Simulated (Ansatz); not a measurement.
Consider WS2 (space group P6_3/mmc, No. 194; a = 3.154 Å, c = 12.141 Å; layered, stacked along the Cartesian z axis). Axes: x lies along a and z along c of the hexagonal cell.

Level of theory: PBE-D3(BJ) (Ansatz, a program for electronic structure; PAW; 420 eV plane waves; no SOC).

For the base:

| Property | Value |
|---|---|
| Shortest interatomic distance | 2.407 Å |
| Valence-band top at Γ | 0.00, -1.30, -1.42 eV |
| Hole mass | 0.88 mₑ along c, 0.55 mₑ across (at Γ) |

Perturbation: compressive biaxial strain of 3.00 % in the plane normal to [001], as in epitaxy on a mismatched substrate; the out-of-plane cell vector and the atoms relax.

Predict the new shortest interatomic distance.

The shortest interatomic distance shrinks by 0.017 Å, from 2.407 Å to 2.390 Å.

What does the calculation give for the out-of-plane strain after the change?

The out-of-plane strain amounts to +0.99 %.

What does the calculation give for the valence-band top at Γ after the change?

The valence-band top at Γ (three highest levels, from the VBM) becomes 0.00, -1.47, -1.52 eV (base: 0.00, -1.30, -1.42 eV).

What does the calculation give for the hole mass after the change?

The hole mass becomes 0.70 mₑ out of plane, 0.82 mₑ in plane (at Γ) (base: 0.88 mₑ along c, 0.55 mₑ across (at Γ)).

Spin-orbit coupling, missing from the scalar runs, can matter with W. The levels and masses belong to the bands next to the band gap. Effective masses come from finite differences of ±0.01 Å⁻¹. No phonon test of stability was made.
